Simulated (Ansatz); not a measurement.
Data:

```
CELL_PARAMETERS angstrom
      0.05604     2.80217     2.80217
      2.80217     0.05604     2.80217
      2.85821     2.85821     0.00000
ATOMIC_POSITIONS crystal
  Be 0.00257 0.00257 0.99743
  Te 0.24743 0.24743 0.25257
```

No spin polarisation.

Method: Ansatz (a first-principles code), PBEsol, PAW, cutoff 420 eV, no spin-orbit coupling. Settings: 10×10×10 k-points, 0.05 eV Fermi–Dirac smearing.

Problem. What smallest direct gap does the calculation give?

Solution. 3.22 eV.

Problem. Predict the stress (xx, yy, zz, yz, xz, xy; compression positive).

Solution. (0.10, 0.10, -0.01, 0.00, 0.00, -2.03) GPa.

With Te present, leaving out spin-orbit coupling can change the band edges. The cells carry an imposed strain or load. Stability against distortions was not tested. The cell was made from BeTe in the zinc blende structure (space group F-43m, No. 216) by this change: tensor shear ε_xy = +2.00 %.
